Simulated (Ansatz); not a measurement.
Band structure of Nb2AsC (P6_3/mmc, 8 atoms in the cell).

```
Nb2AsC
1.0
    3.37738     0.00000     0.00000
   -1.68869     2.92490     0.00000
    0.00000     0.00000    12.00355
Nb As C
4 2 2
Direct
  0.33333   0.66667   0.40533
  0.66667   0.33333   0.59467
  0.66667   0.33333   0.90533
  0.33333   0.66667   0.09467
  0.66667   0.33333   0.25000
  0.33333   0.66667   0.75000
  0.00000   0.00000   0.50000
  0.00000   0.00000   0.00000
```

Method: LDA (PW92), PAW files made with PBE (plane waves; Ansatz, a quantum-chemistry and plane-wave program).

Settings: kpoints.mp_grid.grid = 7 7 2; hamiltonian.xc = lda; hamiltonian.pseudopotentials = {kind: paw} (an earlier, softer set of the program's PAW files); scf.occupations.method = gaussian; scf.occupations.width = 0.0147 Ry; kpoints.band_path.npoints = 8.

The starting cell comes from a database of computed structures (which also holds hypothetical and non-ambient phases and stackings), without a prior relaxation at this level. Its lattice was rescaled by a random factor within 2.5 % of one. Spin polarisation is off.

Levels in eV from the Fermi level, bands 42 to 49:
```tsv
point	42	43	44	45	46	47	48	49
Γ	-1.13	-1.13	-1.13	-0.92	0.21	0.28	0.28	0.93
M	-2.72	-2.00	-0.90	1.14	1.25	1.26	1.53	1.55
K	-3.32	-1.67	-0.41	-0.41	0.20	0.54	0.54	1.21
A	-1.27	-0.72	-0.72	-0.72	-0.72	-0.23	-0.23	1.51
L	-2.92	-1.51	-1.51	1.23	1.23	1.45	1.45	1.89
H	-3.51	-0.93	-0.93	-0.44	-0.44	0.56	0.56	1.83
```

Bands cross the Fermi level along this path, so the cell is metallic at this level.

Keys are those of Ansatz 0.2.
